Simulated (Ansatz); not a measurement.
Amorphous Si24O36N8, 68 atoms at 2.49 g/cm³, one PBE-relaxed geometry, zone centre. Methods: PBE, scalar-relativistic without spin-orbit coupling (Ansatz, an electronic-structure program); r2SCAN, scalar-relativistic without spin-orbit coupling (Ansatz); HSE06, scalar-relativistic without spin-orbit coupling (Ansatz); PBE0, scalar-relativistic without spin-orbit coupling (Ansatz). Plane waves to 420 eV (r2SCAN 500 eV); exact exchange is cut at the cell's faces. At PBE the levels at both edges of the gap are localised (band-tail or defect states), and the nearest spread-out levels lie 4.6 eV apart at the zone centre. All rungs ran without spin polarisation.

The cell was made by melting and quenching with the CHGNet potential and then relaxed with DFT. O and N atoms were pushed apart under 1.9 Å during the dynamics, to hinder bonds among them. The hot cell started wider than the set density and was brought back towards it in steps. It is the lowest in DFT energy of 2 quenches. It is a model cell: composition and starting density were chosen by hand, and all elements were melted together. No dispersion term was used. A short ab initio anneal came between quench and relaxation. Its density started from a set value of 2.55 and ended at 2.49 g/cm³. The quench (nominally 91 K/ps over its main leg) was far faster than any real one, so the model tends to hold more defects than a real film. One small periodic cell is one sample of the glass; other quenches scatter about these values. The volume was free in the relaxation, at fixed shape. Stress components on the final sampling reach 2.2 GPa.

The relaxation ran on the zone centre alone. At PBE the gap between localised states is 2.69 eV on a 2×2×2 Γ-centred mesh, and the spacing at the zone centre alone 2.69 eV.

What zone-centre spacing does r2SCAN give, roughly?

3.22 eV (+0.53 eV against PBE).

What zone-centre spacing does HSE06 give, roughly?

4.23 eV (+1.54 eV against PBE).

What zone-centre spacing does PBE0 give, roughly?

5.00 eV (+2.32 eV against PBE).

The highest filled and the lowest empty state spread over these numbers of atoms (participation numbers): PBE: 3.1 and 6.8; r2SCAN: 3.0 and 7.0; HSE06: 3.0 and 7.0; PBE0: 3.0 and 7.1.
